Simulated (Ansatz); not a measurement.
## Effect of As → Ga on AlAs

Consider AlAs in the zinc blende structure (space group F-43m, No. 216; a = 5.674 Å).

One thing is altered: full substitution As → Ga, then cell and atoms are relaxed.

Calculations: PBEsol in Ansatz (plane waves to 420 eV, PAW, without spin-orbit coupling), earlier PAW set. k-mesh 14×14×14 (Γ-centred); smearing 0.05 eV (Fermi–Dirac), for the changed cell.

```yaml
volume_per_atom: 24.83 Å³ (base 22.84 Å³)
density: 3.23 g/cm³ (base 3.70 g/cm³)
lattice_parameter_a: 5.835 Å (base 5.674 Å)
space_group: F-43m (No. 216) (base F-43m (No. 216))
shortest_interatomic_distance: 2.527 Å (base 2.457 Å)
band_gap: zero (base 1.34 eV)
```

Final structure:

```
AlGa
1.0
    0.00000     2.91748     2.91748
    2.91748     0.00000     2.91748
    2.91748     2.91748     0.00000
Ga Al
1 1
Cartesian
  4.37622   4.37622   4.37622
  0.00000   0.00000   0.00000
```

Stability against distortions was not tested. As relaxed here, AlGa is a hypothetical phase, not in the database extracts checked.

Ansatz is a program for electronic structure.
